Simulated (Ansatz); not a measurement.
For CsCl-type NiAl, RPBE (Ansatz, an electronic-structure program, PAW) gives:

| Property | Result |
|---|---|
| lattice parameter a | 2.916 Å |
| bulk modulus | 149 GPa |
| cohesive energy | 4.30 eV/atom |
| formation enthalpy | -0.637 eV/atom |

Task: What does r²SCAN-D4 in Ansatz (plane waves, PAW) give for the same quantities?

Result: 
- lattice constant a: 2.854 Å (falls by 2.1 %)
- bulk modulus: 181 GPa (goes up by 21 %)
- cohesive energy: 4.95 eV/atom (goes up by 0.65 eV/atom)
- formation enthalpy: -0.687 eV/atom (moves by -0.050 eV/atom)

For comparison: lattice constant a 2.882 Å (measured, extrapolated to 0 K, zero-point anharmonic expansion removed (Haas, Tran, Blaha 2009); as tabulated in Levämäki et al. (2014), arXiv:1402.3671); bulk modulus 156 GPa (measured, room temperature, not corrected to a static lattice; as tabulated in Yamada et al. (2019), arXiv:1910.09660); formation enthalpy -0.640 ± 0.01 eV/atom (measured, 298 K, copied from a table, unchecked, not corrected to a static lattice; as tabulated in Wang et al. (2021), doi:10.1038/s41598-021-94550-5).

Changes are worked out from the printed values.

Unless a cell is named, each level is at its own relaxed cell (RPBE 12.40, r²SCAN-D4 11.62 Å³/atom).

The crystal itself was run without spin with RPBE, r²SCAN-D4; a magnetic state was not tried in these runs.

Ansatz's density-functional and Hartree–Fock values are scalar-relativistic unless marked +SOC, with PAW data made under PBE.
